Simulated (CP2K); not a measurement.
Band structure of AlAg₂ (Cmcm, 6 atoms in the cell).

```xyz
6
Lattice="5.0361 0.0000 0.0000 2.5846 4.3223 0.0000 0.0000 0.0000 4.6115" Properties=species:S:1:pos:R:3 pbc="T T T"
Al     4.6009     0.7673     3.4586
Al     3.0198     3.5550     1.1529
Ag     4.5829     3.6581     3.4586
Ag     3.0378     0.6642     1.1529
Ag     5.4916     2.0559     1.1529
Ag     2.1290     2.2663     3.4586
```

Computed with PBEsol, GPW, DZVP-MOLOPT-SR-GTH basis, GTH-PBE potentials (GTH_POTENTIALS) run with CP2K.

Settings: CUTOFF = 500 Ry; REL_CUTOFF = 50 Ry; SMEAR/METHOD = FERMI_DIRAC; ELECTRONIC_TEMPERATURE = 1160.45 K; KPOINTS/SCHEME = MONKHORST-PACK 6 6 5; GAMMA_CENTERED = T; XC_FUNCTIONAL = PBE:PBESOL; Al/BASIS_SET = DZVP-MOLOPT-SR-GTH; Al/POTENTIAL = GTH-PBE-q3; Ag/BASIS_SET = DZVP-MOLOPT-SR-GTH; Ag/POTENTIAL = GTH-PBE-q11; METHOD = GPW; EPS_DEFAULT = 1e-11; EXTRAPOLATION = USE_GUESS.

The starting cell comes from a database of computed structures (which also holds hypothetical and non-ambient phases and stackings), without a prior relaxation at this level. Its lattice was rescaled by a random factor within 2.5 % of one. Values carry the incompleteness of an atom-centred basis. The potentials were made for another functional than the one used.

Levels in eV from the Fermi level, bands 22 to 27:
```json
[
 {"point": "Γ", "22": "-2.36", "23": "-0.65", "24": "-0.63", "25": "0.43", "26": "0.52", "27": "0.68"},
 {"point": "X", "22": "-3.90", "23": "-3.79", "24": "0.65", "25": "1.01", "26": "1.93", "27": "2.14"},
 {"point": "S", "22": "-4.08", "23": "-2.21", "24": "-1.15", "25": "0.66", "26": "0.97", "27": "1.22"},
 {"point": "R", "22": "-3.84", "23": "-3.18", "24": "-3.18", "25": "-1.53", "26": "-1.53", "27": "1.65"},
 {"point": "A", "22": "-3.69", "23": "-3.08", "24": "-3.08", "25": "-3.07", "26": "-3.07", "27": "4.71"},
 {"point": "Z", "22": "-3.99", "23": "0.71", "24": "0.71", "25": "1.63", "26": "1.63", "27": "1.75"},
 {"point": "Y", "22": "-3.76", "23": "-2.33", "24": "-1.01", "25": "0.35", "26": "0.71", "27": "1.25"},
 {"point": "X1", "22": "-3.90", "23": "-3.79", "24": "0.65", "25": "1.01", "26": "1.93", "27": "2.14"},
 {"point": "A1", "22": "-3.69", "23": "-3.08", "24": "-3.08", "25": "-3.07", "26": "-3.07", "27": "4.71"},
 {"point": "T", "22": "-3.65", "23": "-3.39", "24": "-3.39", "25": "-1.17", "26": "-1.17", "27": "1.29"}
]
```

Bands cross the Fermi level along this path, so the cell is metallic at this level.

Higher empty bands are left out: an atom-centred basis made for the valence describes them poorly.
